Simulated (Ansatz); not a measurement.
Where the default PAW files enter, the runs use the earlier of Ansatz's two default sets.

Tunnelling through a barrier is set by its complex band structure: the current falls as exp(−2κd) with the smallest κ.

```
CELL_PARAMETERS angstrom
      3.55827     0.00000     0.00000
      0.00000     3.55827     0.00000
      1.77914    -1.77914     2.51608
ATOMIC_POSITIONS crystal
  Hf 0.00000 0.00000 0.00000
  O  0.25000 0.25000 0.50000
  O  0.75000 0.75000 0.50000
```

Space group of this cell: Fm-3m, fluorite. The cell is taken as given; by LDA its mean pressure is -4.9 GPa.

Transport runs along the normal of the first two printed cell vectors, the (001) plane of the conventional cell.

The gap is the functional's own, uncorrected, and κ follows it; spin-orbit coupling is left out. Mid-gap values are interpolated between the computed energies.

Problem. Compute, with LDA (Ansatz, a quantum-chemistry and plane-wave program), the band gap and the smallest decay constant κ at mid-gap.

Solution. Gap 3.62 eV on a 12×12×12 mesh; κ = 0.267 1/Å, at the zone centre.
